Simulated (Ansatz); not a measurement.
Input and output of a zone-centre phonon calculation for ScAg (Pm-3m, 2 atoms in the cell) (Ansatz, a quantum-chemistry and plane-wave program).

Method: LDA (PW92), default PAW files made with PBE (plane waves; Ansatz).

```xyz
2
Lattice="3.4108 0.0000 0.0000 0.0000 3.4108 0.0000 0.0000 0.0000 3.4108" Properties=species:S:1:pos:R:3 pbc="T T T"
Sc     1.7054     1.7054     1.7054
Ag     0.0000     0.0000     0.0000
```

Reference input (self-consistent single point, DFT, LDA (PW92), plane waves, default PAW files made with PBE): basis.ecutwfc = 420 eV; kpoints.mp_grid.grid = 10 10 10; hamiltonian.xc = lda; hamiltonian.pseudopotentials = {kind: paw} (the program's default PAW files); scf.occupations.method = fermi_dirac; scf.occupations.width = 0.1 eV. This run's input differs from it in these lines:

Ansatz 0.2 input:
```diff
@@ -11,3 +11,3 @@
 kpoints:
-  mp_grid: { grid: [10, 10, 10] }
+  mp_grid: { grid: [8, 8, 8] }
 hamiltonian:
@@ -17,6 +17,4 @@
   occupations: { method: fermi_dirac, width: 0.1 }
-output:
-  forces: true
-  eigenvalues: true
-  stress: true
+phonons:
+  method: dfpt
```

The program printed (abridged):

```
SCF iter   1: F=—  HF=-9547.817607 eV  |F-HF|=—  |Δ(HF+E_count)|=         —  Δρ=9.92e-3  dr2=3.23e-2  ethr=1.77e-3  ⟨swp⟩=4.1  Hψ=5367  notcnv=0
all-band conjugate gradients solve this SCF's bands
preconditioner: auto → none
SCF iter   2: F=—  HF=-9547.810041 eV  |F-HF|=—  |Δ(HF+E_count)|=   7.57e-3  Δρ=4.12e-3  dr2=5.27e-3  ethr=1.08e-4  ⟨swp⟩=3.0  Hψ=2695  notcnv=0
SCF iter   3: F=—  HF=-9547.808429 eV  |F-HF|=—  |Δ(HF+E_count)|=   1.61e-3  Δρ=6.03e-4  dr2=5.95e-5  ethr=1.76e-5  ⟨swp⟩=2.2  Hψ=2166  notcnv=0
SCF iter   4: F=—  HF=-9547.808421 eV  |F-HF|=—  |Δ(HF+E_count)|=   8.03e-6  Δρ=1.30e-4  dr2=2.67e-6  ethr=1.98e-7  ⟨swp⟩=2.2  Hψ=2107  notcnv=0
SCF iter   5: F=—  HF=-9547.808415 eV  |F-HF|=—  |Δ(HF+E_count)|=   6.29e-6  Δρ=1.82e-5  dr2=9.19e-8  ethr=8.91e-9  ⟨swp⟩=2.0  Hψ=2489  notcnv=0
SCF iter   6: F=—  HF=-9547.808415 eV  |F-HF|=—  |Δ(HF+E_count)|=   2.52e-8  Δρ=2.06e-6  dr2=1.67e-9  ethr=3.06e-10  ⟨swp⟩=2.2  Hψ=2170  notcnv=0
SCF iter   7: F=-9547.808415 eV  HF=-9547.808415 eV  |F-HF|=3.64e-12  |Δ(HF+E_count)|=  4.04e-10  Δρ=1.36e-7  dr2=5.89e-12  ethr=1.00e-12  ⟨swp⟩=4.1  Hψ=6622  notcnv=0
SCF 1 converged in 7 iterations: F = -9547.808415 eV  dr2 = 5.89e-12
DFPT response loops at Γ: preconditioner auto → Kerker (q_TF=auto, 2.604 Å⁻¹) (partly filled bands, converged f_vac=0.000) …
Free energy (F): -9547.808415 eV
Internal energy: -9547.751710 eV  (E = F + TS)
E sigma→0 (E₀):  -9547.780063 eV
Entropy (-TS):   -0.056705 eV (-28.352 meV/atom)
Fermi energy:    13.376762 eV
--- Phonons (Γ-DFPT): 2 representative perturbations + reference, on 75 of 512 k-points (Σ response iterations 7) ---
  k mesh reduced under 8 symmetry operations, with k and −k counted as one. Each operation leaves every solved perturbation unchanged …
  ASR residual: 1.991e-3 → 0.000e0 eV/Å²; symmetrization residual: 4.377e-6 eV/Å²
  ASR residual per site (eV/Å²): 1.99e-3 2.04e-4
  Γ frequencies (cm⁻¹): 0.00 0.00 0.00 151.08 151.08 151.08
  non-analytic LO–TO correction: not included (Born effective charges unavailable; polar crystals: no LO–TO splitting at Γ)
```

The run converged in 7 iterations. 

Summary of the result:
- Free energy E − TS (on the zero of these files): -9547.8084 eV
- Fermi level (on the code's own zero): 13.38 eV
- Zone-centre frequencies (cm⁻¹; negative means imaginary): 0, 0, 0, 151, 151, 151

The starting cell comes from a database of computed structures (which also holds hypothetical and non-ambient phases and stackings), without a prior relaxation at this level. Its lattice was rescaled by up to half a per cent.
